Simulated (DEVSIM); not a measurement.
Device: Ni/SiON/p-GaSb capacitor, at 300 K.

| layer (left to right) | material | thickness (nm) | Na (cm⁻³) |
|---|---|---|---|
| 1 | SiON | 5.20 | - |
| 2 | GaSb | 820 | 5.3e17 |

Metal gate on the left, work function 5.1 eV. Fixed charge at the semiconductor interface 4.5e10 cm⁻² (in units of +e); interface traps 2.4e12 cm⁻² eV⁻¹, uniform in energy, neutral level at 0.5 of the gap above the valence band.

Constants are typed, rounded textbook-type inputs, not results; the design itself was drawn at random and stands for no fabricated device. Values at 300 K.

| parameter | SiON | GaSb |
|---|---|---|
| gap (eV) | 7 | 0.726 |
| affinity (eV) | 1.4 | 4.06 |
| permittivity | 5.5 | 15.7 |
| Nc (cm⁻³) | - | 2.1e17 |
| Nv (cm⁻³) | - | 1.8e19 |

Model (solved in DEVSIM): 1D Poisson equation in equilibrium, Boltzmann statistics, complete ionisation; no quantum confinement or tunnelling. Metal contacts follow the ideal Schottky-Mott rule: no Fermi-level pinning, no interface dipoles.

The interface trap density was swept, all else fixed.

| interface trap density (cm^-2 eV^-1) | flat-band voltage (V) | minimum of the low-frequency capacitance (μF/cm²) |
|---|---|---|
| 0 | 0.40 | 0.251 |
| 1e10 | 0.40 | 0.252 |
| 1e11 | 0.39 | 0.260 |
| 3e11 | 0.38 | 0.277 |
| 1e12 | 0.35 | 0.326 |
| 2e12 | 0.30 | 0.388 |
| 2.4e12 | 0.29 | ___ |

### Question
What belongs in the gaps?

### Answer

- 2.4e12, minimum of the low-frequency capacitance (μF/cm²): 0.410
